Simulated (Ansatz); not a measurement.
Input and output of a self-consistent single point for CsLuS₂ (R3m, 4 atoms in the cell) (Ansatz, a program for electronic structure).

Computed with PBEsol, default PAW files made with PBE (plane waves; Ansatz).

```yaml
crystal:
  lattice:
    - [1.98803, 1.14779, 8.02099]
    - [-1.98803, 1.14779, 8.02099]
    - [0.00000, -2.29558, 8.02099]
  atoms:
    - { symbol: Cs, position: [0.00208, 0.00208, 0.00208] }
    - { symbol: Lu, position: [0.50000, 0.50000, 0.50000] }
    - { symbol: S, position: [0.77409, 0.77409, 0.77409] }
    - { symbol: S, position: [0.22591, 0.22591, 0.22591] }
```

Reference input (self-consistent single point, DFT, PBEsol, plane waves, default PAW files made with PBE): basis.ecutwfc = 420 eV; kpoints.mp_grid.grid = 7 7 7; hamiltonian.xc = pbesol; hamiltonian.pseudopotentials = {kind: paw} (the program's default PAW files); scf.occupations.method = fixed. This run's input differs from it in these lines:

Ansatz 0.2 input:
```diff
@@ -14,3 +14,3 @@
 kpoints:
-  mp_grid: { grid: [7, 7, 7] }
+  mp_grid: { grid: [4, 4, 4] }
 hamiltonian:
```

Output (repeated stretches shortened):

```
SCF iter   1: F=—  HF=-21974.417791 eV  |F-HF|=—  |Δ(HF+E_count)|=         —  Δρ=4.00e-3  dr2=3.11e-2  ethr=1.77e-3  ⟨swp⟩=5.5  Hψ=1542  notcnv=0  defer=28
all-band conjugate gradients solve this SCF's bands
preconditioner: auto → Resta (q_TF=auto, 2.360 Å⁻¹)
SCF iter   2: F=—  HF=-21974.409027 eV  |F-HF|=—  |Δ(HF+E_count)|=   8.76e-3  Δρ=1.65e-3  dr2=5.07e-3  ethr=6.76e-5  ⟨swp⟩=3.2  Hψ=810  notcnv=0  defer=39
   [... lines left out ...]
SCF iter   5: F=—  HF=-21974.408252 eV  |F-HF|=—  |Δ(HF+E_count)|=   2.21e-5  Δρ=1.26e-4  dr2=2.98e-5  ethr=2.48e-7  ⟨swp⟩=2.7  Hψ=794  notcnv=0  defer=31
SCF iter   6: F=—  HF=-21974.408249 eV  |F-HF|=—  |Δ(HF+E_count)|=   2.72e-6  Δρ=3.86e-5  dr2=3.24e-6  ethr=6.47e-8  ⟨swp⟩=2.8  Hψ=601  notcnv=0  defer=16
SCF iter   7: F=—  HF=-21974.408252 eV  |F-HF|=—  |Δ(HF+E_count)|=   2.46e-6  Δρ=7.31e-6  dr2=1.03e-7  ethr=7.05e-9  ⟨swp⟩=2.0  Hψ=589  notcnv=0  defer=19
SCF iter   8: F=-21974.408252 eV  HF=-21974.408252 eV  |F-HF|=2.03e-9  |Δ(HF+E_count)|=   1.00e-7  Δρ=1.68e-6  dr2=4.72e-9  ethr=2.17e-10  ⟨swp⟩=14.3  Hψ=2925  notcnv=0
SCF 1 converged in 8 iterations: F = -21974.408252 eV  dr2 = 4.72e-9
Free energy (F): -21974.408252 eV
Internal energy: -21974.408252 eV  (E = F + TS)
E sigma→0 (E₀):  -21974.408252 eV
Fermi energy:    7.623428 eV
--- Forces (eV/Å), atoms counted from 1 ---
  atom   1  Cs     0.00000000     0.00000000    -0.13259420
  atom   2  Lu    -0.00000000    -0.00000000     0.13143137
  atom   3  S      0.00000000     0.00000000    -0.09173785
  atom   4  S      0.00000000    -0.00000000     0.09289330
--- Stress (GPa, compression-positive) ---
       -0.693643       0.000000      -0.000000
        0.000000      -0.693643       0.000000
       -0.000000       0.000000      -1.496924
  P = ⅓ Tr σ = -0.9614 GPa (-9.614 kbar)
  The stress holds the Pulay correction. Without it, at fixed plane waves, as pw.x and ABINIT print it: P = -0.9780 GPa
```

The run converged in 8 iterations. Against the reference run the free energy rises by 5.8 meV/atom, the pressure moves little (-1.04 to -0.96 GPa), the largest force moves little (0.135 to 0.133 eV/Å) and the gap on the mesh goes from 1.950 to 1.877 eV.

The starting cell comes from a database of computed structures (which also holds hypothetical and non-ambient phases and stackings), without a prior relaxation at this level. Its lattice was rescaled by up to half a per cent. One atom was moved a little off its site on purpose. Spin-orbit coupling is off. Ansatz's pressure includes its estimate of the finite-basis (Pulay) stress.
